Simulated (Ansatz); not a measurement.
LaGaO₃ (Imma, No. 74, 10 atoms in the cell; start mp-556983; a measured phase of this formula has another space group), treated with PBEsol in Ansatz (PAW).

The input as run:

Ansatz 0.2 input:
```yaml
crystal:
  lattice:
    - [-2.7331247807, 3.8669980278, 2.7654128755]
    - [2.7331247807, -3.8669980278, 2.7654128755]
    - [2.7331247807, 3.8669980278, -2.7654128755]
  atoms:
    - { symbol: La, position: [0.7570577567, 0.0070577567, 0.75] }
    - { symbol: La, position: [0.2429422433, 0.9929422433, 0.25] }
    - { symbol: Ga, position: [0.0, 0.5, 0.5] }
    - { symbol: Ga, position: [0.5, 0.5, 0.0] }
    - { symbol: O, position: [0.2071862875, 0.0, 0.7071862875] }
    - { symbol: O, position: [0.7928137125, 0.0, 0.2928137125] }
    - { symbol: O, position: [0.7928137125, 0.5, 0.7928137125] }
    - { symbol: O, position: [0.2071862875, 0.5, 0.2071862875] }
    - { symbol: O, position: [0.6722391978, 0.4222391978, 0.25] }
    - { symbol: O, position: [0.3277608022, 0.5777608022, 0.75] }
basis:
  ecutwfc: 520
  ecutrho_ratio: 4
  xc_grid: 2
kpoints:
  mp_grid: { grid: [10, 10, 10] }
  band_path:
    path:
      - [0.0, 0.0, 0.0]
      - [0.0625, -0.0625, 0.0625]
      - [0.125, -0.125, 0.125]
      - [0.1875, -0.1875, 0.1875]
      - [0.25, -0.25, 0.25]
      - [0.3125, -0.3125, 0.3125]
      - [0.375, -0.375, 0.375]
      - [0.4375, -0.4375, 0.4375]
      - [0.5, -0.5, 0.5]
      - [0.437443, -0.437443, 0.562557]
      - [0.374885, -0.374885, 0.625115]
      - [-0.374885, 0.374885, 0.374885]
      - [-0.328025, 0.328025, 0.328025]
      - [-0.281164, 0.281164, 0.281164]
      - [-0.234303, 0.234303, 0.234303]
      - [-0.187443, 0.187443, 0.187443]
      - [-0.140582, 0.140582, 0.140582]
      - [-0.093721, 0.093721, 0.093721]
      - [-0.046861, 0.046861, 0.046861]
      - [0.047232, 0.047232, -0.047232]
      - [0.094463, 0.094463, -0.094463]
      - [0.141695, 0.141695, -0.141695]
      - [0.188927, 0.188927, -0.188927]
      - [0.236158, 0.236158, -0.236158]
      - [0.28339, 0.28339, -0.28339]
      - [0.330622, 0.330622, -0.330622]
      - [0.377853, 0.377853, -0.377853]
      - [0.622147, -0.377853, 0.377853]
      - [0.561073, -0.438927, 0.438927]
      - [0.0, 0.071429, 0.0]
      - [0.0, 0.142857, 0.0]
      - [0.0, 0.214286, 0.0]
      - [0.0, 0.285714, 0.0]
      - [0.0, 0.357143, 0.0]
      - [0.0, 0.428571, 0.0]
      - [0.0, 0.5, 0.0]
      - [0.083333, 0.416667, 0.083333]
      - [0.166667, 0.333333, 0.166667]
      - [0.25, 0.25, 0.25]
      - [0.3, 0.2, 0.2]
      - [0.35, 0.15, 0.15]
      - [0.4, 0.1, 0.1]
      - [0.45, 0.05, 0.05]
      - [0.5, 0.0, 0.0]
      - [0.416667, 0.0, 0.0]
      - [0.333333, 0.0, 0.0]
      - [0.25, 0.0, 0.0]
      - [0.166667, 0.0, 0.0]
      - [0.083333, 0.0, 0.0]
      - [0.0, 0.0, 0.083333]
      - [0.0, 0.0, 0.166667]
      - [0.0, 0.0, 0.25]
      - [0.0, 0.0, 0.333333]
      - [0.0, 0.0, 0.416667]
      - [0.0, 0.0, 0.5]
      - [0.05, 0.05, 0.45]
      - [0.1, 0.1, 0.4]
      - [0.15, 0.15, 0.35]
      - [0.2, 0.2, 0.3]
    npoints: 1
hamiltonian:
  xc: pbesol
  dispersion: none
  pseudopotentials: { kind: paw }
scf:
  occupations: { method: fermi_dirac, width: 0.01 }
  convergence: { dr2_threshold: 0.000000001 }
output:
  forces: true
  stress: true
  eigenvalues: true
  write_bands: true
```

Excerpt of the program's output:

```
Crystal: 10 atoms, lattice volume = 116.910 Å³
Basis set: ecut = 520 eV, 3139 PW (Γ), exchange–correlation on 90×90×90 points (8 copies of the dense FFT grid, shifted against one another)
Bands: 52, of which v1, the nominal top of the filled ones, is band 42 counted from 1 (41 counted from 0)
Symmetry: 8 space group operations
Space group: Imma (ITA 74), of the structure as read, at distance tolerance 4.9e-5 Å
k-points: 171 of 1000
Functional: x = pbesol(κ = 0.804, μ = 0.12345679012345678), c = pbesol(β = 0.046)
SCF iter   1: F=—  HF=-23186.465648 eV  |F-HF|=—  |Δ(HF+E_count)|=         —  Δρ=1.78e-2  dr2=3.15e-1
SCF iter   2: F=—  HF=-23186.388262 eV  |F-HF|=—  |Δ(HF+E_count)|=   7.74e-2  Δρ=3.51e-3  dr2=5.57e-3
  ...
SCF iter   9: F=—  HF=-23186.388115 eV  |F-HF|=—  |Δ(HF+E_count)|=   5.35e-9  Δρ=1.49e-6  dr2=2.21e-9
SCF iter  10: F=-23186.388115 eV  HF=-23186.388115 eV  |F-HF|=2.18e-11  |Δ(HF+E_count)|=  1.96e-10  Δρ=2.19e-7  dr2=5.25e-11
SCF 1 converged in 10 iterations: F = -23186.388115 eV  dr2 = 5.25e-11
SCF converged after 10 iterations
Free energy (F): -23186.388115 eV
Internal energy: -23186.388115 eV  (E = F + TS)
E sigma→0 (E₀):  -23186.388115 eV
Fermi energy:    12.998482 eV
--- Forces (eV/Å), atoms counted from 1 ---
  atom   1  La     0.00000000     0.00000000    -0.00008605
  atom   2  La    -0.00000000    -0.00000000     0.00008605
  atom   3  Ga    -0.00000000    -0.00000000     0.00000000
  atom   4  Ga    -0.00000000     0.00000000     0.00000000
  atom   5  O     -0.00000000    -0.00009242     0.00000000
  atom   6  O      0.00000000     0.00009242     0.00000000
  atom   7  O      0.00000000     0.00009242    -0.00000000
  atom   8  O     -0.00000000    -0.00009242     0.00000000
  atom   9  O      0.00000000    -0.00000000     0.00012019
  atom  10  O     -0.00000000     0.00000000    -0.00012019
--- Stress (GPa, compression-positive) ---
        0.003474       0.000000       0.000000
        0.000000       0.001179      -0.000000
        0.000000      -0.000000       0.003964
  P = ⅓ Tr σ = 0.0029 GPa (0.029 kbar)
```

The PAW data were made under PBE.

A start named mp-… is a Materials Project structure, which need not be a measured phase.

Ansatz is a program for electronic structure.
